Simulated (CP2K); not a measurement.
Input and output of a self-consistent single point for LiLaTa2O7 (P1, 11 atoms in the cell) (CP2K).

Method: PBEsol-D3(BJ)+ATM, GPW, DZVP-MOLOPT-SR-GTH basis, GTH-PBE potentials (GTH_POTENTIALS) in CP2K.

```xyz
11
Lattice="10.7274 0.0000 0.0000 9.3173 5.3165 0.0000 -10.0223 -2.6583 2.7502" Properties=species:S:1:pos:R:3 pbc="T T T"
Li     4.6855     2.6594     1.4273
La     0.0429     0.0649    -0.0146
Ta    12.2178     3.2447     0.0058
Ta     7.8061     2.0499    -0.0110
O      7.9002     3.4826     1.3194
O      1.4360     1.8086     1.3685
O      8.5655     0.9096     1.4121
O      2.1482    -0.8924     1.3487
O     13.9736     3.6693    -0.0146
O      6.0242     1.5604     0.0254
O     10.0149     2.7090     0.0083
```

Reference input (self-consistent single point, DFT PBEsol, GPW, DZVP-MOLOPT-SR-GTH basis, GTH-PBE potentials (GTH_POTENTIALS)): CUTOFF = 500 Ry; REL_CUTOFF = 50 Ry; SMEAR/METHOD = GAUSSIAN; SIGMA = 0.01 eV; KPOINTS/SCHEME = MONKHORST-PACK 3 3 5; XC_FUNCTIONAL = PBE:PBESOL; Li/BASIS_SET = DZVP-MOLOPT-SR-GTH-q3; Li/POTENTIAL = GTH-PBE-q3; La/BASIS_SET = DZVP-MOLOPT-SR-GTH-q11; La/POTENTIAL = GTH-PBE-q11; Ta/BASIS_SET = DZVP-MOLOPT-SR-GTH-q13; Ta/POTENTIAL = GTH-PBE-q13. This run's input differs from it in these lines:

```diff
@@ -48,2 +48,12 @@
       &END XC_FUNCTIONAL
+      &VDW_POTENTIAL
+        DISPERSION_FUNCTIONAL PAIR_POTENTIAL
+        &PAIR_POTENTIAL
+          TYPE DFTD3(BJ)
+          PARAMETER_FILE_NAME dftd3.dat
+          REFERENCE_FUNCTIONAL PBEsol
+          R_CUTOFF 15
+          CALCULATE_C9_TERM T
+        &END PAIR_POTENTIAL
+      &END VDW_POTENTIAL
     &END XC
```

Output (repeated stretches shortened):

```
 SCF WAVEFUNCTION OPTIMIZATION

  Step     Update method      Time    Convergence         Total energy    Change
     1 NoMix/Diag. 0.30E+00      -     2.15527930      -268.6445433558 -2.69E+02
     2 Broy./Diag. 0.30E+00      -     0.40540154      -259.7523041882  8.89E+00
     3 Broy./Diag. 0.30E+00      -     0.05369045      -268.2935366283 -8.54E+00
     4 Broy./Diag. 0.30E+00      -     0.01052609      -268.5054457562 -2.12E-01
     5 Broy./Diag. 0.30E+00      -     0.00996779      -267.9352761146  5.70E-01
     6 Broy./Diag. 0.30E+00      -     0.00249542      -267.9204797541  1.48E-02
   [... 6 lines left out ...]
    13 Broy./Diag. 0.30E+00      -     0.00000824      -268.0174280183  2.88E-05
    14 Broy./Diag. 0.30E+00      -     0.00000123      -268.0174181979  9.82E-06
    15 Broy./Diag. 0.30E+00      -     0.00000169      -268.0174369381 -1.87E-05
    16 Broy./Diag. 0.30E+00      -     0.00000031      -268.0174447621 -7.82E-06
  *** SCF run converged in    16 steps ***

  Overlap energy of the core charge distribution:               0.00000055049946
  Self energy of the core charge distribution:               -534.19153254300033
  Core Hamiltonian energy:                                    132.33838453783821
  Hartree energy:                                             177.86297426989233
  Exchange-correlation energy:                                -43.95698938539062
  Dispersion energy:                                           -0.07028219194751
  Smearing free energy correction:                              0.00000000000000
  Fermi energy:                                                 0.19043289318560

  Total energy:                                              -268.01744476210848
   [... lines left out ...]

 STRESS| Analytical stress tensor [bar]
 STRESS|                        x                   y                   z
 STRESS|      x       -1.14493525253E+05  -1.23873421877E+04   8.91290485906E+02
 STRESS|      y       -1.23873421877E+04  -6.83046477602E+04   2.12698297339E+02
 STRESS|      z        8.91290485906E+02   2.12698297339E+02  -6.66863843379E+04
 STRESS| 1/3 Trace                                            -8.31615191170E+04
```

The run converged in 16 iterations. Against the reference run the pressure goes from -6.44 to -8.32 GPa, the largest force moves little (2.262 to 2.266 eV/Å) and the gap on the mesh stays at 2.149 eV.

The starting cell comes from a database of computed structures (which also holds hypothetical and non-ambient phases and stackings), without a prior relaxation at this level. Its atoms were displaced at random from the sites of space group no. 119. Spin-orbit coupling is off. Values carry the incompleteness of an atom-centred basis. The potentials were made for another functional than the one used. With a pressure of about -8 GPa the cell is away from its equilibrium volume at this level. Forces in this geometry exceed 1 eV/Å.

Cost on one core of a shared machine: roughly 10 min.
